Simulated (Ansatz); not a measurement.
# ZnSe: pressure series

The parent structure is ZnSe in the zinc blende structure (space group F-43m, No. 216; a = 5.6655 Å).

Cell and atoms are relaxed at each pressure.

All numbers come from r2SCAN in Ansatz (plane waves to 500 eV, PAW, without spin-orbit coupling).

```
pressure (GPa)  volume per atom (Å³/atom)
--------------  -------------------------
-1                                 23.090
0                                  22.731
0.3                                22.627
0.7                                22.493
1.5                                22.238
3                                       ?
5                                  21.274
7.5                                20.702
10                                 20.201
```

**Question.** Fit the third-order Birch–Murnaghan form P(V) = (3B₀/2)[(V₀/V)^(7/3) − (V₀/V)^(5/3)]·[1 + (3/4)(B₀′ − 4)((V₀/V)^(2/3) − 1)] (squares taken in P) to the rows shown and predict the withheld row.

**Answer.** Least squares on the printed values gives V₀ = 22.729 Å³/atom, B₀ = 65.3 GPa, B₀′ = 4.4; this predicts 21.797 Å³/atom, and the run gives 21.797 Å³/atom, in agreement.

Measured bulk modulus of ZnSe: 62.4 GPa (temperature not stated; as listed in Cormac Toher et al., Physical Review Materials (2017)); the computed value is for a static lattice, so the two differ by thermal effects too.

Load acts through the strain it causes; cell and atoms are relaxed under it. Whether these cells are dynamically stable was not tested. Tetrahedral semiconductors of this kind turn to denser phases somewhere between about 1 and 50 GPa; those were not computed, so compressed cells here can lie past the real transition.

Ansatz is a first-principles code.
